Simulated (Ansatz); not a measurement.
System: InP (P6₃mc, No. 186, 4 atoms in the cell; start mp-966800; a measured phase of this formula has another space group). Method: r²SCAN+rVV10 in Ansatz (PAW).

Input file:

Ansatz 0.2 input:
```yaml
crystal:
  lattice:
    - [4.153360547, 0.0, 0.0]
    - [-2.0766802735, 3.5969157448, 0.0]
    - [0.0, 0.0, 6.824047725]
  atoms:
    - { symbol: In, position: [0.6666666667, 0.3333333333, 0.5003426196] }
    - { symbol: In, position: [0.3333333333, 0.6666666667, 0.0003426196] }
    - { symbol: P, position: [0.6666666667, 0.3333333333, 0.8746573804] }
    - { symbol: P, position: [0.3333333333, 0.6666666667, 0.3746573804] }
basis:
  ecutwfc: 560
  ecutrho_ratio: 4
  xc_grid: 3
kpoints:
  mp_grid: { grid: [12, 12, 6] }
  band_path:
    path:
      - [0.0, 0.0, 0.0]
      - [0.0625, 0.0, 0.0]
      - [0.125, 0.0, 0.0]
      - [0.1875, 0.0, 0.0]
      - [0.25, 0.0, 0.0]
      - [0.3125, 0.0, 0.0]
      - [0.375, 0.0, 0.0]
      - [0.4375, 0.0, 0.0]
      - [0.5, 0.0, 0.0]
      - [0.458333, 0.083333, 0.0]
      - [0.416667, 0.166667, 0.0]
      - [0.375, 0.25, 0.0]
      - [0.333333, 0.333333, 0.0]
      - [0.3, 0.3, 0.0]
      - [0.266667, 0.266667, 0.0]
      - [0.233333, 0.233333, 0.0]
      - [0.2, 0.2, 0.0]
      - [0.166667, 0.166667, 0.0]
      - [0.133333, 0.133333, 0.0]
      - [0.1, 0.1, 0.0]
      - [0.066667, 0.066667, 0.0]
      - [0.033333, 0.033333, 0.0]
      - [0.0, 0.0, 0.125]
      - [0.0, 0.0, 0.25]
      - [0.0, 0.0, 0.375]
      - [0.0, 0.0, 0.5]
      - [0.0625, 0.0, 0.5]
      - [0.125, 0.0, 0.5]
      - [0.1875, 0.0, 0.5]
      - [0.25, 0.0, 0.5]
      - [0.3125, 0.0, 0.5]
      - [0.375, 0.0, 0.5]
      - [0.4375, 0.0, 0.5]
      - [0.5, 0.0, 0.5]
      - [0.458333, 0.083333, 0.5]
      - [0.416667, 0.166667, 0.5]
      - [0.375, 0.25, 0.5]
      - [0.333333, 0.333333, 0.5]
      - [0.3, 0.3, 0.5]
      - [0.266667, 0.266667, 0.5]
      - [0.233333, 0.233333, 0.5]
      - [0.2, 0.2, 0.5]
      - [0.166667, 0.166667, 0.5]
      - [0.133333, 0.133333, 0.5]
      - [0.1, 0.1, 0.5]
      - [0.066667, 0.066667, 0.5]
      - [0.033333, 0.033333, 0.5]
      - [0.5, 0.0, 0.375]
      - [0.5, 0.0, 0.25]
      - [0.5, 0.0, 0.125]
      - [0.333333, 0.333333, 0.375]
      - [0.333333, 0.333333, 0.25]
      - [0.333333, 0.333333, 0.125]
    npoints: 1
hamiltonian:
  xc: r2scan
  dispersion: rvv10
  pseudopotentials: { kind: paw }
scf:
  occupations: { method: fermi_dirac, width: 0.01 }
  convergence: { dr2_threshold: 0.0000000004 }
output:
  forces: true
  stress: true
  eigenvalues: true
  write_bands: true
```

Excerpt of the program's output:

```
Crystal: 4 atoms, lattice volume = 101.946 Å³
Basis set: ecut = 560 eV, 3027 PW (Γ), exchange–correlation on 108×108×162 points (27 copies of the dense FFT grid, shifted against one another)
Bands: 22, of which v1, the nominal top of the filled ones, is band 18 counted from 1 (17 counted from 0)
Symmetry: 12 space group operations
Space group: P63mc (ITA 186), of the structure as read, at distance tolerance 4.7e-5 Å
k-points: 76 of 864 (time reversal used)
Functional: x = r2scan, c = r2scan + rvv10(b = 11.95, C = 0.0093); τ floored in thin density (d = 2e-4 eV/Å³)
SCF iter   1: F=—  HF=-12738.604592 eV  |F-HF|=—  |Δ(HF+E_count)|=         —  Δρ=6.72e-3  dr2=4.08e-2  dr2_τ=2.12e-2
SCF iter   2: F=—  HF=-12738.616485 eV  |F-HF|=—  |Δ(HF+E_count)|=   1.19e-2  Δρ=2.52e-3  dr2=4.89e-3  dr2_τ=2.19e-4
  ...
SCF iter   7: F=—  HF=-12738.616494 eV  |F-HF|=—  |Δ(HF+E_count)|=   3.18e-9  Δρ=8.08e-7  dr2=9.30e-10  dr2_τ=1.82e-11
SCF iter   8: F=-12738.616494 eV  HF=-12738.616494 eV  |F-HF|=9.09e-12  |Δ(HF+E_count)|=  3.86e-10  Δρ=1.58e-7  dr2=2.74e-11  dr2_τ=4.13e-12
SCF 1 converged in 8 iterations: F = -12738.616494 eV  dr2 = 2.74e-11
SCF converged after 8 iterations
Free energy (F): -12738.616494 eV
Internal energy: -12738.616494 eV  (E = F + TS)
E sigma→0 (E₀):  -12738.616494 eV
Fermi energy:    7.260148 eV
--- Stress (GPa, compression-positive) ---
       -0.003635       0.000000      -0.000000
       -0.000000      -0.003635       0.000000
       -0.000000       0.000000      -0.003940
  P = ⅓ Tr σ = -0.0037 GPa (-0.037 kbar)
```

The PAW data were made under PBE.

A start named mp-… is a Materials Project structure, which need not be a measured phase.

Ansatz is an electronic-structure program.
